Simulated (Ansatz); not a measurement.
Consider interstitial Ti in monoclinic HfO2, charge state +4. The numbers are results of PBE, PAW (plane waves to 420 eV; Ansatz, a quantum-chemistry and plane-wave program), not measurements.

Cell of 96 host sites held at the relaxed PBE lattice; the Γ point alone; Fermi-Dirac width 0.01 eV, spin-restricted; finite-size errors left in. Static, classical nuclei. Spin-orbit coupling is left out. The charge state is imposed; whether it is stable for some Fermi level was not computed. Sites that were not tried may lie lower.

Barriers: single points on a 2×2×2 k-point mesh shifted by half a step at the bands' geometries.

Relaxed starting cell (atoms counted from 1):

```xyz
97
Lattice="10.3230 0.0000 0.0000 0.0000 10.4240 0.0000 -1.7966 0.0000 10.5531" Properties=species:S:1:pos:R:3 pbc="T T T"
Hf     0.7230     2.3258     3.7446
Hf    -0.1256     2.3736     9.0224
Hf     0.6938     7.6375     3.7724
Hf    -0.1166     7.6277     9.0225
Hf     5.9489     2.3889     3.7290
Hf     5.0443     2.3729     9.0029
Hf     6.0486     7.7160     3.7452
Hf     5.0709     7.6210     8.9534
Hf     3.3764     2.6999     1.5480
Hf     2.5204     2.7442     6.9278
Hf     3.4278     8.1738     1.4828
Hf     2.5834     8.0396     6.8247
Hf     8.6443     2.8039     1.5434
Hf     7.7343     2.7918     6.8039
Hf     8.6771     8.0542     1.5235
Hf     7.7217     8.0636     6.8210
Hf     2.6896     4.8663     4.5179
Hf     2.1204     5.0392     9.4505
Hf     3.0345    10.1877     4.2059
Hf     2.1449    10.1987     9.4312
Hf     8.1769     4.9939     4.1578
Hf     7.3538     4.9849     9.3612
Hf     8.1672    10.2406     4.1937
Hf     7.2720    10.2054     9.4450
Hf     1.1978     0.2136     1.0791
Hf     0.3223     0.1973     6.3830
Hf     1.1984     5.3733     1.0669
Hf     0.2122     5.4307     6.4757
Hf     6.4037     0.2448     1.0807
Hf     5.4792     0.2434     6.3776
Hf     6.7069     5.4233     0.9202
Hf     5.5377     5.4005     6.3627
O     -0.4189     0.8269     4.4623
O     -1.3296     0.8840     9.7559
O     -0.3955     6.0547     4.4860
O     -1.2389     6.0381     9.7168
O      4.7031     0.9644     4.4821
O      3.8439     0.8929     9.7607
O      4.7921     6.0128     4.2880
O      3.9112     6.0980     9.7501
O      4.6705     4.4536     0.9463
O      3.7440     4.2589     6.0962
O      4.6991     9.5254     0.7790
O      3.7914     9.5183     6.0587
O      9.8029     4.3410     0.7987
O      8.8397     4.3776     6.1191
O      9.8293     9.5458     0.8162
O      8.9119     9.5499     6.0876
O      4.2112     3.6978     3.3760
O      3.3107     3.4991     8.7905
O      4.2654     8.7014     3.4031
O      3.3431     8.7016     8.6879
O      9.3267     3.4466     3.4717
O      8.4889     3.4587     8.7146
O      9.3551     8.6740     3.4808
O      8.4608     8.6921     8.7412
O      0.0186     1.7095     1.8385
O     -0.8430     1.7293     7.1010
O      0.1665     6.9544     1.8594
O     -0.8814     6.9735     7.1259
O      5.1556     1.7545     1.8326
O      4.2604     1.6938     7.1545
O      5.2607     6.8868     1.8002
O      4.2974     6.8924     7.0412
O      1.2562     3.7547     5.3094
O      0.5947     3.8559    10.5021
O      1.4413     9.0510     5.1701
O      0.5318     9.1154    10.4379
O      6.5701     3.8763     5.1166
O      5.7453     3.8866    10.3802
O      6.5846     9.1238     5.1578
O      5.6940     9.0790    10.4392
O      2.8074     1.3133     0.1096
O      1.9183     1.3084     5.4024
O      2.8489     6.5870     0.1541
O      1.8882     6.5086     5.4152
O      7.9729     1.3543     0.1180
O      7.0734     1.3461     5.3699
O      8.1335     6.5971     0.0396
O      7.0461     6.5858     5.3487
O      2.3655     1.2498     2.7487
O      1.4658     1.2578     8.0540
O      2.6555     6.2817     2.7225
O      1.4689     6.4856     8.0546
O      7.4950     1.2847     2.7510
O      6.6284     1.2619     8.0184
O      7.5896     6.4982     2.6867
O      6.6433     6.4569     7.9741
O      1.8027     3.9030     2.6132
O      0.9641     3.9675     7.8760
O      1.8902     9.1183     2.5314
O      0.9904     9.1573     7.8071
O      7.0238     3.9925     2.4739
O      6.1491     3.9396     7.7571
O      7.0704     9.1595     2.5144
O      6.1357     9.1619     7.7835
Ti     4.3285     5.4679     2.5197
```
Cell charge +4.

End state 1 differs by these moves (Å; atoms that move under 0.08 Å are left out):

```csv
atom,element,Δx,Δy,Δz
3,Hf,0.07,-0.03,-0.04
5,Hf,0.03,-0.15,0.07
11,Hf,0.03,-0.15,0.07
13,Hf,0.07,-0.03,-0.04
17,Hf,0.01,0.13,-0.16
31,Hf,0.01,0.13,-0.16
39,O,-0.06,-0.05,0.04
41,O,-0.06,-0.05,0.04
49,O,-0.07,-0.17,0.10
53,O,-0.09,0.01,-0.05
59,O,-0.09,0.01,-0.05
63,O,-0.07,-0.17,0.10
65,O,0.01,0.06,-0.07
79,O,0.01,0.06,-0.07
83,O,-0.27,0.14,0.08
93,O,-0.27,0.14,0.08
97,Ti,0.75,-0.52,0.24
```

Q: What is the computed forward and backward barriers to end state 1 (PBE, PAW)?

A: forward 0.31 eV, backward 0.31 eV; at the saddle point atom 97 has neighbours 2 O at 1.90, 2 O at 1.91, 2 O at 2.12 Å. The program found a first-order saddle point.
